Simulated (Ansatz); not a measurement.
The parent structure is BeSe in the zinc blende structure (space group F-43m, No. 216; a = 5.1777 Å).

Computed with PBE (Ansatz, a program for electronic structure, PAW, without spin-orbit coupling).

Base values:

The electron mass comes out as 0.90 mₑ along k, 0.27 mₑ across (at X), the shortest interatomic distance is 2.242 Å and the smallest direct gap comes out as 4.22 eV. The density comes out as 4.21 g/cm³.

Now apply this change: cell and atoms relaxed at a pressure of 30 GPa.

### Question
Estimate the effect on the electron mass, shortest interatomic distance, smallest direct gap and density.

### Answer
The electron mass changes from 0.90 mₑ along k, 0.27 mₑ across (at X) to 0.79 mₑ along k, 0.23 mₑ across (at X); the shortest interatomic distance drops by 0.178 Å (2.242 Å → 2.064 Å); the smallest direct gap grows by 0.674 eV to 4.90 eV; the density grows by 1.18 g/cm³, from 4.21 g/cm³ to 5.39 g/cm³.

Load acts through the strain it causes; cell and atoms are relaxed under it. Effective masses come from finite differences of ±0.01 Å⁻¹. Along k means along the line from Γ to the band edge. Stability against distortions was not tested. No other phases were tried under pressure.
